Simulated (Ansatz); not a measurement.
BeS (model structure, started from the NiAs type, P6₃/mmc, No. 194, 4 atoms in the cell), treated with LDA in Ansatz (PAW).

Input file:

Ansatz 0.2 input:
```yaml
crystal:
  lattice:
    - [3.2686919588, 0.0, 0.0]
    - [-1.6343459794, 2.8307702735, 0.0]
    - [0.0, 0.0, 5.2004345716]
  atoms:
    - { symbol: Be, position: [0.0, 0.0, 0.0] }
    - { symbol: Be, position: [0.0, 0.0, 0.5] }
    - { symbol: S, position: [0.3333333333, 0.6666666667, 0.25] }
    - { symbol: S, position: [0.6666666667, 0.3333333333, 0.75] }
basis:
  ecutwfc: 520
  ecutrho_ratio: 4
  xc_grid: 2
kpoints:
  mp_grid: { grid: [12, 12, 8] }
hamiltonian:
  xc: lda
  dispersion: none
  pseudopotentials: { kind: paw }
scf:
  occupations: { method: fermi_dirac, width: 0.01 }
output:
  forces: true
  stress: true
  eigenvalues: true
relax:
  f_tol: 0.004
  escape_saddle: false
  max_steps: 80
  cell: { stress_tol: 0.02, fix: [volume] }
```

Excerpt of the program's output:

```
Relaxation: its limit of steps is 80 (relax.max_steps)
Crystal: 4 atoms, lattice volume = 48.119 Å³
Basis set: ecut = 520 eV, 1291 PW (Γ), exchange–correlation on 50×50×80 points (8 copies of the dense FFT grid, shifted against one another)
Bands: 12, of which v1, the nominal top of the filled ones, is band 8 counted from 1 (7 counted from 0)
Symmetry: 24 space group operations
Space group: P63/mmc (ITA 194), of the structure as read, at distance tolerance 3.6e-5 Å
k-points: 95 of 1152
Functional: x = slater, c = lda
SCF iter   1: F=—  HF=-1918.173858 eV  |F-HF|=—  |Δ(HF+E_count)|=         —  Δρ=4.67e-3  dr2=4.85e-3
SCF iter   2: F=—  HF=-1918.172493 eV  |F-HF|=—  |Δ(HF+E_count)|=   1.37e-3  Δρ=2.21e-3  dr2=1.16e-3
  ...
SCF 1 converged in 7 iterations: F = -1918.172182 eV  dr2 = 3.07e-9
Crystal: 4 atoms, lattice volume = 48.119 Å³
Initial density: handed on by an earlier stage of this run
SCF 2 converged in 3 iterations: F = -1918.172182 eV  dr2 = 6.19e-10
Crystal: 4 atoms, lattice volume = 48.119 Å³
SCF iter   5: F=—  HF=-1918.172182 eV  |F-HF|=—  |Δ(HF+E_count)|=  2.18e-11  Δρ=1.85e-7  dr2=2.16e-11
SCF iter   6: F=-1918.172182 eV  HF=-1918.172182 eV  |F-HF|=3.64e-12  |Δ(HF+E_count)|=  5.23e-12  Δρ=7.72e-8  dr2=3.55e-12
SCF 3 converged in 6 iterations: F = -1918.172182 eV  dr2 = 3.55e-12
SCF converged after 6 iterations
Free energy (F): -1918.172182 eV
Internal energy: -1918.172182 eV  (E = F + TS)
E sigma→0 (E₀):  -1918.172182 eV
Fermi energy:    9.003839 eV
--- Stress (GPa, compression-positive) ---
       -2.277731       0.000000      -0.000000
       -0.000000      -2.277731       0.000000
       -0.000000       0.000000      -2.306289
  P = ⅓ Tr σ = -2.2873 GPa (-22.873 kbar)
```

The cell is one volume of an energy–volume scan, off the minimum.

The PAW data were made under PBE.

Note: the relaxation could raise the start's symmetry but not lower it, so the cell can be a saddle point.

Computing time: roughly 9 core-seconds.

A model structure was made by putting elements into a prototype or built by hand; it is no filed structure, need not be a known phase, and can be a saddle point held by its symmetry.

Ansatz is a quantum-chemistry and plane-wave program.
